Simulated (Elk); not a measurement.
Elk run on La3Ga (Pm-3m, 4 atoms in the cell): self-consistent single point.

Method: PBEsol, spin-orbit coupling in second variation, all-electron FP-LAPW, Elk's shipped species files, APW+lo basis with extra local orbitals (Elk).

```
CELL_PARAMETERS angstrom
      4.98640     0.00000     0.00000
      0.00000     4.98640     0.00000
      0.00000     0.00000     4.98640
ATOMIC_POSITIONS crystal
  La 0.00000 0.50000 0.50000
  La 0.50000 0.00000 0.50000
  La 0.50000 0.50000 0.00000
  Ga 0.00000 0.00000 0.00000
```

Reference input (self-consistent single point, DFT, PBEsol, all-electron FP-LAPW, Elk's shipped species files, APW+lo basis with extra local orbitals): xctype = 22; rgkmax = 8; stype = 3; swidth = 0.00183747 Ha; ngridk = 7 7 7; gmaxvr = 14 1/bohr; nxlo = 2; lorbcnd = true; lmaxi = 2. This run's input differs from it in these lines:

```diff
@@ -5,2 +5,5 @@
   22
+
+spinorb
+  .true.
 
@@ -20,2 +23,5 @@
   2
+
+nempty
+  10
```

The program printed (abridged):

```
│ Self-consistent loop started │
│ Loop number : 1 │
 total energy                :     -27445.4698329
 total moment                :   0.3356659618E-22 -0.6916204954E-22 -0.1308124575E-22
│ Loop number : 2 │
 total energy                :     -27445.3447858
 total moment                :  -0.1422987500E-22 -0.3995073383E-22 -0.2051768702E-22
RMS change in Kohn-Sham potential (target) :   0.7742174893E-01 (  0.1000000000E-05)
Absolute change in total energy (target)   :   0.1250471487     (  0.1000000000E-03)
│ Loop number : 3 │
 total energy                :     -27445.1617215
   [... lines left out ...]
 total energy                :     -27426.0536775
 total moment                :   0.5383587138E-23 -0.2382071349E-22  0.2719419068E-23
RMS change in Kohn-Sham potential (target) :   0.5095677482E-07 (  0.1000000000E-05)
Absolute change in total energy (target)   :   0.1105720585E-03 (  0.1000000000E-03)
│ Loop number : 16 │
 total energy                :     -27426.0536678
 total moment                :  -0.8487682781E-23  0.4902019348E-23 -0.2385682552E-22
RMS change in Kohn-Sham potential (target) :   0.1506028833E-07 (  0.1000000000E-05)
Absolute change in total energy (target)   :   0.3733811172E-04 (  0.1000000000E-03)
Convergence targets achieved

│ Loop number : 17 │

Energies :
 Fermi                       :     0.305940578171
 xc effective B-field        :    -0.128384817667E-08
 external B-field            :      0.00000000000
 total energy                :     -27426.0536706
 (external B-field energy excluded from total)

Density of states at Fermi energy :    170.6204566
 (states/Hartree/unit cell)

Estimated indirect band gap :   0.1436365404E-02
 from k-point     20 to k-point     16
Estimated direct band gap   :   0.6100672712E-02
 at k-point     19

Charges :
 core                        :    156.0000000
 valence                     :    46.00000000
 interstitial                :    8.390462588
 muffin-tins (core leakage)
  species :    1 (La)
   atom    1                 :    54.68964786     (  0.2246832219E-03)
   [... lines left out ...]
   atom    3                 :  -0.3146709538E-23 -0.6881206711E-23 -0.8792410153E-23
  species :    2 (Ga)
   atom    1                 :   0.9863888716E-23  0.1364005972E-23 -0.1149047816E-22
 total in muffin-tins        :   0.1071478563E-23  0.1284998752E-24 -0.2028288831E-22
 total moment                :  -0.1682537869E-22 -0.4397724448E-22  0.1623967547E-23

│ Self-consistent loop stopped │
```

The run converged in 17 iterations. The count includes the last loop, which Elk runs after its targets are met. 

The starting cell comes from a database of computed structures (which also holds hypothetical and non-ambient phases and stackings), without a prior relaxation at this level. Its lattice was rescaled by a random factor within 2.5 % of one. Values depend on the basis (sphere radii, cutoffs, local orbitals), which need not be converged. The log's line on a gap gives a spacing of levels on this mesh, which the program prints for metals too.

Cost on one core of a shared machine: roughly 2 min.
